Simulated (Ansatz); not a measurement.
BeTe: response to strain

The reference is BeTe in the zinc blende structure (space group F-43m, No. 216).

```yaml
crystal:
  lattice:
    - [0.00000, 2.77712, 2.77712]
    - [2.77712, 0.00000, 2.77712]
    - [2.77712, 2.77712, 0.00000]
  atoms:
    - { symbol: Be, position: [0.00000, 0.00000, 0.00000] }
    - { symbol: Te, position: [0.25000, 0.25000, 0.25000] }
```

Cartesian axes are those of the cell as printed.

Strains are applied to the cell and any free atomic positions relax; under biaxial strain the out-of-plane vector relaxes too.

Calculations: Ansatz (a program for electronic structure), LDA, PAW, cutoff 420 eV, scalar-relativistic without spin-orbit coupling.

Notes on the quantities. energy relative to the base: free energy F.

| biaxial strain, plane normal [001], relaxed out of plane (%) | energy relative to the base (meV/atom) |
|---|---|
| 0 | 0.0 |
| 0.5 | ? |
| 1 | 1.5 |
| 1.5 | 3.3 |
| 2 | 5.8 |
| 2.5 | 8.9 |
| 3 | 12.7 |

### Question
Fit ΔE = Aε² + Bε³ (ε in %) to the rows shown and predict the withheld row.

### Answer
Least squares on the printed values gives A = 1.52 and B = -0.037 meV/atom (largest residual 0.0 meV/atom); this predicts 0.4 meV/atom, and the run gives 0.4 meV/atom, in agreement.

Stability against distortions was not tested.
